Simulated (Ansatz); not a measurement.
## Ti2Bi2O7 (model structure, started from the pyrochlore type, Fd-3m, No. 227, 22 atoms in the cell)

Calculation: r²SCAN+SOC in Ansatz (PAW).

Numerical settings: plane-wave cutoff 560 eV, 6×6×6 k mesh, Fermi–Dirac smearing 0.01 eV, PAW data made under PBE.

Cell (relaxed with PBEsol):

```
CELL_PARAMETERS angstrom
      0.00000     5.14551     5.14551
      5.14551     0.00000     5.14551
      5.14551     5.14551     0.00000
ATOMIC_POSITIONS crystal
  Bi 0.12500 0.12500 0.12500
  Bi 0.12500 0.12500 0.62500
  Bi 0.12500 0.62500 0.12500
  Bi 0.62500 0.12500 0.12500
  Ti 0.62500 0.62500 0.62500
  Ti 0.62500 0.62500 0.12500
  Ti 0.62500 0.12500 0.62500
  Ti 0.12500 0.62500 0.62500
  O  0.55118 0.94882 0.94882
  O  0.94882 0.55118 0.55118
  O  0.94882 0.55118 0.94882
  O  0.55118 0.94882 0.55118
  O  0.94882 0.94882 0.55118
  O  0.55118 0.55118 0.94882
  O  0.69882 0.30118 0.69882
  O  0.30118 0.69882 0.30118
  O  0.30118 0.69882 0.69882
  O  0.69882 0.30118 0.30118
  O  0.30118 0.30118 0.69882
  O  0.69882 0.69882 0.30118
  O  0.00000 0.00000 0.00000
  O  0.25000 0.25000 0.25000
```

For Ti2Bi2O7 (model structure, started from the pyrochlore type, Fd-3m, No. 227, 22 atoms in the cell), the band gap is 2.64 eV (on the SCF k mesh) and the direct gap at Γ is 3.58 eV.

Note: the relaxation could raise the start's symmetry but not lower it, so the cell can be a saddle point; cell and atoms aren't relaxed at this level (largest force component 0.04 eV/Å, pressure 2.0 GPa).

Computed values are for the static lattice.

A model structure was made by putting elements into a prototype or built by hand; it is no filed structure, need not be a known phase, and can be a saddle point held by its symmetry.

Ansatz is a quantum-chemistry and plane-wave program.
